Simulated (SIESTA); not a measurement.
Input and output of a self-consistent single point for ZrHg3 (P1, 4 atoms in the cell) (SIESTA).

Method of the run: SIESTA 5.4.2 with LDA PW92, numerical atomic orbitals DZP, PseudoDojo LDA standard norm-conserving potentials (rewritten from UPF to PSML).

The change in words: atoms moved at random. Reference geometry:
```
ZrHg3
1.0
    4.41774     0.00000     0.00000
    0.00000     4.41774     0.00000
    0.00000     0.00000     4.41774
Zr Hg
1 3
Direct
  0.00000   0.00000   0.00000
  0.50000   0.50000   0.00000
  0.00000   0.50000   0.50000
  0.50000   0.00000   0.50000
```

Reference input (self-consistent single point, DFT, LDA PW92, numerical atomic orbitals DZP, PseudoDojo LDA standard norm-conserving potentials (rewritten from UPF to PSML)): XC.functional = LDA; XC.authors = PW92; potentials = PseudoDojo LDA standard; PAO.BasisSize = DZP; PAO.EnergyShift = 0.01 Ry; MeshCutoff = 350 Ry; kgrid.MonkhorstPack = 8 8 8; OccupationFunction = MP; OccupationMPOrder = 0; ElectronicTemperature = 0.1 eV; MaxSCFIterations = 150; SCF.Mixer.Method = Broyden. This run's input differs from it in these lines:

```diff
@@ -18,6 +18,6 @@
 %block AtomicCoordinatesAndAtomicSpecies
-     0.000000000    0.000000000    0.000000000  1
-     2.208870000    2.208870000    0.000000000  2
-     0.000000000    2.208870000    2.208870000  2
-     2.208870000    0.000000000    2.208870000  2
+     0.008044705   -0.027889193    0.011269655  1
+     2.197732877    2.211074452    0.013664070  2
+    -0.013412259    2.214595391    2.196553341  2
+     2.225370259    0.019959349    2.196252935  2
 %endblock AtomicCoordinatesAndAtomicSpecies
```

Output (repeated stretches shortened):

```
        iscf     Eharris(eV)        E_KS(eV)     FreeEng(eV)     dDmax    Ef(eV) dHmax(eV)
   scf:    1   -14479.116423   -14797.753611   -14797.786465  2.029675  0.382752 44.235504
   scf:    2   -15041.388076   -14961.378596   -14961.396782  1.255195  0.103139 19.398248
   scf:    3   -14986.359850   -14975.310029   -14975.324548  0.373017 -0.114666 11.531385
   scf:    4   -14983.029831   -14981.878926   -14981.896266  0.559283 -0.646121  4.922769
   scf:    5   -14982.869770   -14982.455856   -14982.476845  0.139735 -0.870942  2.334705
   [... 10 lines left out ...]
   scf:   16   -14982.778114   -14982.778113   -14982.798368  0.000038 -1.056206  0.000522
   scf:   17   -14982.778114   -14982.778114   -14982.798368  0.000025 -1.056282  0.000333
   scf:   18   -14982.778114   -14982.778114   -14982.798368  0.000016 -1.056339  0.000342
   scf:   19   -14982.778114   -14982.778114   -14982.798368  0.000009 -1.056376  0.000329
SCF Convergence by DM+H criterion
max |DM_out - DM_in|         :     0.0000087082
max |H_out - H_in|      (eV) :     0.0003292637
SCF cycle converged after 19 iterations

Using DM_out to compute the final energy and forces

siesta: E_KS(eV) =           -14982.7781

siesta: E_KS - E_eggbox =    -14982.7781

siesta: Atomic forces (eV/Ang):
     1   -0.018652    0.114058   -0.080392
     2    0.007021   -0.026765   -0.061771
     3    0.035412   -0.033158    0.074862
     4   -0.036218   -0.044425    0.071767
   Tot   -0.012437    0.009711    0.004466
   Max    0.114058
   Res    0.058306    sqrt( Sum f_i^2 / 3N )
   Max    0.114058    constrained

Stress tensor Voigt[x,y,z,yz,xz,xy] (kbar):      144.42      144.21      144.64        0.74        0.19        0.17
(Free)E + p*V (eV/cell)   -14990.5702
   [... lines left out ...]
siesta: FreeEng =    -14982.798368
   [... lines left out ...]
siesta:     0.090138    0.000109    0.000120
siesta:     0.000109    0.090008    0.000460
siesta:     0.000120    0.000460    0.090277

siesta: Cell volume =         86.218499 Ang**3

siesta: Pressure (static):
siesta:                Solid            Molecule  Units
siesta:          -0.00098176         -0.00098664  Ry/Bohr**3
siesta:          -0.09014118         -0.09058933  eV/Ang**3
siesta:        -144.42209329       -145.14010249  kBar
```

The run converged in 19 iterations. Against the reference run the free energy hardly moves (within 1 meV/atom), the pressure goes from -14.63 to -14.44 GPa and the largest force goes from 0.000 to 0.141 eV/Å.

The starting cell comes from a database of computed structures (which also holds hypothetical and non-ambient phases and stackings), without a prior relaxation at this level. For this run, on top of that: atoms moved at random. Values carry the incompleteness of an atom-centred basis. With a pressure of about -14 GPa the cell is away from its equilibrium volume at this level.

Cost on one core of a shared machine: roughly 30 s.
